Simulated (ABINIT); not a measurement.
**A self-consistent single point of MgCd (R-3m, 2 atoms in the cell) with ABINIT**

Computed with LDA (PW92), PAW (JTH v2.0 LDA PAW) (plane waves; ABINIT).

Input as run:

```
# MgCd, JTH v2.0 LDA PAW
pp_dirpath "./"
pseudos "Mg.LDA_PW-JTH.xml, Cd.LDA_PW-JTH.xml"
acell 9.7300555104 9.7300555104 9.7300555104
rprim
         0.3122269457    0.1802643112    0.9327481506
        -0.3122269457    0.1802643112    0.9327481506
         0.0000000000   -0.3605286223    0.9327481506
natom 2
ntypat 2
znucl 12 48
typat 1 2
xcart
        -0.0000000000    0.0000000000    7.2039735000
         0.0000000000    0.0000000000    0.0000000000
      Angstrom
ecut 40 Ry
pawecutdg 80 Ry
occopt 7
tsmear 0.1 eV
nband 16
kptopt 1
ngkpt 6 6 6
nshiftk 1
shiftk 0 0 0
nstep 50
tolvrs 1.0e-11
prtwf 0
prtden 0
prtvol 1
```

Output, abridged:

```
 Symmetries : space group R-3 m (#166); Bravais hR (rhombohedral)

 -outvars: echo values of preprocessed input variables --------
            acell      9.7300555104E+00  9.7300555104E+00  9.7300555104E+00 Bohr
             ecut      2.00000000E+01 Hartree
              ixc       -1012
         kptrlatt        6    0    0      0    6    0      0    0    6
          kptrlen      3.64558262E+01
            natom           2
            nband          16
            ngfft          40      40      40
          ngfftdg          60      60      60
             nkpt          32
            nstep          50
             nsym          12
           ntypat           2
           occopt           7
        pawecutdg      4.00000000E+01 Hartree
            rprim      3.1222694570E-01  1.8026431120E-01  9.3274815060E-01
                      -3.1222694570E-01  1.8026431120E-01  9.3274815060E-01
                       0.0000000000E+00 -3.6052862230E-01  9.3274815060E-01
          spgroup         166
           tolvrs      1.00000000E-11
           tsmear      3.67493254E-03 Hartree
            typat      1  2
           useylm           1
             xred      5.0000000215E-01  5.0000000215E-01  5.0000000229E-01
                       2.1473324230E-09  2.1473324230E-09  2.2860177085E-09
            znucl       12.00000   48.00000

== DATASET  1 ==================================================================

 Real(R)+Recip(G) space primitive vectors, cartesian coordinates (Bohr,Bohr^-1):
 R(1)=  3.0379855  1.7539818  9.0756913  G(1)=  0.1645827  0.0950219  0.0367281
 R(2)= -3.0379855  1.7539818  9.0756913  G(2)= -0.1645827  0.0950219  0.0367281
 R(3)=  0.0000000 -3.5079635  9.0756913  G(3)=  0.0000000 -0.1900438  0.0367281
 Unit cell volume ucvol=  2.9016280E+02 bohr^3
 Angles (23,13,12)=  3.63869759E+01  3.63869759E+01  3.63869759E+01 degrees

 Coarse grid specifications (used for wave-functions):

 getcut: wavevector=  0.0000  0.0000  0.0000  ngfft=  40  40  40
         ecut(hartree)=     20.000   => boxcut(ratio)=   2.04214

 Fine grid specifications (used for densities):

 getcut: wavevector=  0.0000  0.0000  0.0000  ngfft=  60  60  60
         ecut(hartree)=     40.000   => boxcut(ratio)=   2.16602

   7.85147627E+02                                ecore*ucvol(ha*bohr**3)

_setup2: Arith. and geom. avg. npw (full set) are    1239.616    1239.596

--- !BeginCycle
solver: {iscf: 17, nstep: 50, nline: 4, wfoptalg: 10, }
tolerances: {tolvrs: 1.00E-11, }
...

     iter   Etot(hartree)      deltaE(h)  residm     nres2
 ETOT  1  -110.44736411625    -1.104E+02 9.616E+00 1.230E+01
 ETOT  2  -111.17371997338    -7.264E-01 5.985E-02 2.656E+00
 ETOT  3  -111.17062291989     3.097E-03 2.660E-02 1.105E+00
 ETOT  4  -111.17114013234    -5.172E-04 5.232E-02 7.473E-01
 ETOT  5  -111.17149020528    -3.501E-04 1.880E-01 1.286E-02
 ETOT  6  -111.17154225910    -5.205E-05 2.560E-02 1.314E-02
   [... 4 lines left out ...]
 ETOT 11  -111.17155548291    -1.366E-08 4.248E-03 6.096E-08
 ETOT 12  -111.17155548628    -3.375E-09 5.865E-03 4.021E-09
 ETOT 13  -111.17155548707    -7.880E-10 3.435E-03 2.024E-09
 ETOT 14  -111.17155548728    -2.095E-10 3.982E-03 1.049E-10
 ETOT 15  -111.17155548735    -7.006E-11 4.598E-03 6.911E-12

 At SCF step   15       nres2   =  6.91E-12 < tolvrs=  1.00E-11 =>converged.

 Cartesian components of stress tensor (hartree/bohr^3)
  sigma(1 1)=  3.72624796E-05  sigma(3 2)= -3.34589995E-13
  sigma(2 2)=  3.72624777E-05  sigma(3 1)=  0.00000000E+00
  sigma(3 3)=  1.77290295E-04  sigma(2 1)=  0.00000000E+00

 ----iterations are completed or convergence reached----

 reduced coordinates (array xred) for    2 atoms
       0.500000002147      0.500000002147      0.500000002286
       0.000000002147      0.000000002147      0.000000002286
 cartesian forces (eV/Angstrom) at end:
    1     -0.00000000000000    -0.00000000000000    -0.00000000000000
    2     -0.00000000000000    -0.00000000000000    -0.00000000000000
 frms,max,avg= 0.0000000E+00 0.0000000E+00   0.000E+00  0.000E+00  0.000E+00 e/A
 length scales=  9.730055510400  9.730055510400  9.730055510400 bohr
              =  5.148923614419  5.148923614419  5.148923614419 angstroms
 Fermi (or HOMO) energy (hartree) =   0.21853   Average Vxc (hartree)=  -0.35395
 Eigenvalues (hartree) for nkpt=  32  k points:
 kpt#   1, nband= 16, wtk=  0.00463, kpt=  0.0000  0.0000  0.0000 (reduced coord)
  -2.54908   -1.35169   -1.35114   -1.35114   -0.11866   -0.10715   -0.10715   -0.09471
  -0.09471   -0.07810    0.16437    0.21312    0.62109    0.63409    0.63978    0.66098
      occupation numbers for kpt#   1
   2.00000    2.00000    2.00000    2.00000    2.00000    2.00000    2.00000    2.00000
   2.00000    2.00000    2.00000    1.96239    0.00000    0.00000    0.00000    0.00000
 prteigrs : prtvol=0 or 1, do not print more k-points.

--- !EnergyTerms
comment             : Components of total free energy in Hartree
kinetic             :  1.62400651132940E+01
hartree             :  2.34179231772738E+01
xc                  : -4.40651616444189E+00
Ewald energy        : -6.66886206363932E+01
psp_core            :  2.70588657201798E+00
local_psp           : -7.49964179509084E+01
spherical_terms     : -7.44361145166607E+00
internal            : -1.11171291340824E+02
'-kT*entropy'       : -2.63490974382201E-04
total_energy        : -1.11171554831798E+02
total_energy_eV     : -3.02513185284109E+03
...

-Cartesian components of stress tensor (GPa)         [Pressure= -2.4696E+00 GPa]
- sigma(1 1)=  1.09629982E+00  sigma(3 2)= -9.84397585E-09
- sigma(2 2)=  1.09629976E+00  sigma(3 1)=  0.00000000E+00
- sigma(3 3)=  5.21605969E+00  sigma(2 1)=  0.00000000E+00

 Calculation completed.
```

The run converged in 15 iterations.

The starting cell comes from a database of computed structures (which also holds hypothetical and non-ambient phases and stackings), without a prior relaxation at this level. Its lattice was rescaled by up to half a per cent.

These are the values that this program gave, and no reference: the one-centre exchange-correlation terms come from a truncated expansion.

Cost on one core of a shared machine: roughly 50 s.
